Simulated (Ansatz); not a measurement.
An Ansatz (a quantum-chemistry and plane-wave program) run: TiAl with a change (uniaxial strain ε_xx = +3.00 %); Ansatz, PBEsol, PAW, cutoff 420 eV, no spin-orbit coupling.

Input:

Ansatz 0.2 input:
```yaml
crystal:
  lattice:
    - [2.8801809254, 0, 0]
    - [0, 2.7962921606, 0]
    - [0, 0, 4.0381413807]
  atoms:
    - { symbol: Ti, position: [0, 0, 0] }
    - { symbol: Al, position: [0.5, 0.5, 0.5] }
basis: { ecutwfc: 420, ecutrho_ratio: 4, xc_grid: 2, fft_grid_basis: typed }
kpoints: { mp_grid: { grid: [21, 21, 14] } }
hamiltonian:
  xc: pbesol
  dispersion: none
  pseudopotentials: { kind: paw }
scf: { occupations: { method: fermi_dirac, width: 0.1 }, convergence: { dr2_threshold: 0.0000000002 } }
relax: { f_tol: 0.005, max_steps: 50 }
output: { forces: true, stress: true }
checkpoint: { write: state.ck, write_every: 1000 }
```

Output (explanatory and most iteration lines left out):

```
Relaxation: its limit of steps is 50 (relax.max_steps)
Pseudopotential: Ti, paw, valence charge 12
Pseudopotential: Al, paw, valence charge 3
Crystal: 2 atoms, lattice volume = 32.522 Å³
Basis set: ecut = 420 eV, 649 PW (Γ), exchange–correlation on 40×40×54 points (8 copies of the dense FFT grid, shifted against one another)
Bands: 12, of which v1, the nominal top of the filled ones, is band 8 counted from 1 (7 counted from 0)
Symmetry: 8 space group operations
Space group: Pmmm (ITA 47), of the structure as read, at distance tolerance 3.2e-5 Å
k-points: 968 of 6174
Functional: x = pbesol(κ = 0.804, μ = 0.12345679012345678), c = pbesol(β = 0.046)
SCF iter   1: F=—  HF=-2999.279821 eV  |F-HF|=—  |Δ(HF+E_count)|=         —  Δρ=4.00e-3  dr2=3.56e-3  ethr=1.77e-3  ⟨swp⟩=5.0  Hψ=58656  notcnv=0
SCF iter   2: F=—  HF=-2999.278885 eV  |F-HF|=—  |Δ(HF+E_count)|=   9.36e-4  Δρ=1.95e-3  dr2=1.38e-3  ethr=2.38e-5  ⟨swp⟩=1.9  Hψ=23111  notcnv=0
SCF 1 converged in 7 iterations: F = -2999.278604 eV  dr2 = 6.43e-11
relax step   1: F+E_penalty+E_count = -2999.27860426 eV  Δ(F+E_penalty+E_count) = +0.000e0 eV  max|allowed force component| = 1.391e-30 eV/Å  Δτ_max = 0.0000 Å  (7 SCF iters, accepted)
SCF converged after 7 iterations
Free energy (F): -2999.278604 eV
Internal energy: -2999.218318 eV  (E = F + TS)
E sigma→0 (E₀):  -2999.248461 eV
Entropy (-TS):   -0.060287 eV (-30.143 meV/atom)
Fermi energy:    10.873005 eV
--- Forces (eV/Å), atoms counted from 1 ---
  atom   1  Ti     0.00000000     0.00000000     0.00000000
  atom   2  Al    -0.00000000     0.00000000     0.00000000
--- Stress (GPa, compression-positive) ---
       -5.551949       0.000000       0.000000
        0.000000      -1.773253       0.000000
        0.000000       0.000000      -2.572237
  P = ⅓ Tr σ = -3.2991 GPa (-32.991 kbar)
--- Relaxed structure (1 steps of the walk, 1 accepted, 0 SCFs on fresh bases) ---
  atoms:
    - { symbol: Ti, position: [0.0, 0.0, 0.0] }
    - { symbol: Al, position: [0.5, 0.5000000000000001, 0.5000000000000001] }
```

Whether these cells are dynamically stable was not tested. All final runs are without spin polarisation. The cell was made from TiAl (space group P4/mmm, No. 123) by this change: uniaxial strain ε_xx = +3.00 %.
